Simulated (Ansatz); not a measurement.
**CsPbBr3 in the cubic perovskite structure (space group Pm-3m, No. 221)**

```cif
data_Br3CsPb
_chemical_formula_sum 'Cs1 Pb1 Br3'
_space_group_name_H-M_alt 'P 1'
_space_group_IT_number 1
_cell_length_a 6.00278
_cell_length_b 6.00278
_cell_length_c 6.00278
_cell_angle_alpha 90.000
_cell_angle_beta 90.000
_cell_angle_gamma 90.000
loop_
_space_group_symop_operation_xyz
  'x, y, z'
loop_
_atom_site_label
_atom_site_type_symbol
_atom_site_fract_x
_atom_site_fract_y
_atom_site_fract_z
_atom_site_occupancy
Cs1 Cs 0.00000 0.00000 0.00000 1
Pb1 Pb 0.50000 0.50000 0.50000 1
Br1 Br 0.50000 0.00000 0.50000 1
Br2 Br 0.00000 0.50000 0.50000 1
Br3 Br 0.50000 0.50000 0.00000 1
```

The values are results of DFT with PBE, PAW potentials and a 420 eV plane-wave cutoff in Ansatz (a program for electronic structure), no spin-orbit coupling, not measurements. Γ-centred 6×6×6 mesh, Fermi–Dirac width 0.05 eV.

```json
{
  "volume_per_atom": "43.26 Å³",
  "density": "4.45 g/cm³",
  "band_gap": "1.78 eV, direct at R",
  "Electron mass (degenerate bands, along [100])": "0.091, 0.84, 0.84 mₑ",
  "hole_mass": "0.18 mₑ",
  "Lowest conduction-band minima above the VBM": "R along ⟨111⟩ 1.78 eV",
  "total_energy": "-5186.655 eV/atom (σ→0; compares only within this code and set-up)"
}
```

With Pb present, leaving out spin-orbit coupling can change the band edges. Effective masses come from finite differences of ±0.01 Å⁻¹. Whether these cells are dynamically stable was not tested. Many cubic perovskites are stable only at high temperature; tilts and polar distortions were not tested. This is not the structure that CsPbBr3 has at room temperature and ambient pressure.
